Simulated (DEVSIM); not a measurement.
System: abrupt Si p-n junction, at 250 K.

| layer (left to right) | material | thickness (μm) | Nd (cm⁻³) | Na (cm⁻³) | τn (s) | τp (s) |
|---|---|---|---|---|---|---|
| 1 | Si | 0.710 | - | 2.3e17 | 2.5e-5 | 2.5e-5 |
| 2 | Si | 110 | 1e17 | - | 2.5e-5 | 2.5e-5 |

Left contact: ohmic. Right contact: ohmic. Voltage is applied to the left contact. Recombination: SRH at mid-gap, radiative. Mobility is μmin + (μ − μmin)/(1 + (N/Nref)^α).

This is a model device: material constants are rounded textbook-type values typed into the input, and sizes, dopings and lifetimes were drawn at random. Values at 300 K; Nc and Nv go as T^1.5, mobilities as T to minus their exponent, the gap by Varshni's rule with the affinity fixed.

```
parameter               Si
----------------  --------
gap (eV)             1.124
affinity (eV)         4.05
permittivity          11.7
Nc (cm⁻³)          2.86e19
Nv (cm⁻³)           3.1e19
μn (cm²/Vs)           1417
μp (cm²/Vs)            470
μn,min                  52
μp,min                  45
Nref,n              9.7e16
Nref,p              2.2e17
αn                    0.68
αp                    0.72
T exponent of μn       2.3
T exponent of μp       2.2
B (cm³/s)          4.7e-15
Varshni α (eV/K)  0.000473
Varshni β (K)          636
```

Model (solved in DEVSIM): 1D drift-diffusion, Boltzmann statistics, complete ionisation; no tunnelling, impact ionisation, image-force lowering or self-heating.

The temperature was swept, all else fixed.

```
temperature (K)  dark forward voltage at 100 A/cm² (V)  potential step across the device at zero bias (V)  largest field in the device at zero bias (V/cm)  dark forward voltage at 1 A/cm² (V)
---------------  -------------------------------------  -------------------------------------------------  -----------------------------------------------  -----------------------------------
250                                              0.900                                              0.920                                           140000                                0.742
300                                              0.849                                              0.851                                           130000                                0.643
350                                              0.800                                              0.778                                           120000                                0.541
400                                                ___                                              0.703                                           120000                                  ___
450                                              0.710                                              0.625                                           110000                                0.330
500                                              0.668                                              0.544                                           100000                                0.222
```

Problem. What belongs in the gaps?

Solution. 
- 400, dark forward voltage at 100 A/cm² (V): 0.754
- 400, dark forward voltage at 1 A/cm² (V): 0.437
